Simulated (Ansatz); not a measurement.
For TiAl3 (I4/mmm), PBEsol, DFPT electron-phonon coupling, linearised Boltzmann equation (Ansatz, a quantum-chemistry and plane-wave program) gives a transport coupling λ_tr = 0.179 and a Drude plasma energy ħω_p = 4.36 eV along x (a = (-1.91, 1.91, 4.28) Å; b = (1.91, -1.91, 4.28) Å; c = (1.91, 1.91, -4.28) Å).

Estimate the resistivity at 300 K from the high-temperature formula ρ = 2π λ_tr k_B T / (ħ ε₀ ω_p²), and say how the full Boltzmann solution compares.

The scattering rate is 1/τ = 2π λ_tr k_B T/ħ = 4.42e13 s⁻¹ and ω_p = 6.62e15 s⁻¹, so ρ ≈ 11.4 μΩ·cm. The Boltzmann solution gives 9.79 μΩ·cm, 0.86 times the estimate; it lies lower because k_BT is not large against the phonon energies and the solution lets the distribution adjust.

A metal at this level (no band gap). Only scattering by harmonic phonons is included (no impurities, grain boundaries, electron-electron scattering or thermal expansion). Spin-orbit coupling is left out. Halving the electron mesh (20x20x20) moves the resistivity by up to 3 % at 300 K, the coupling by up to 5 %. Smearing 0.20 eV; phonons on a 5x5x5 q mesh, which this run doesn't test.

Computed structure with no diffraction record at hand here (it may be known, metastable or hypothetical): TiAl3 (I4/mmm).
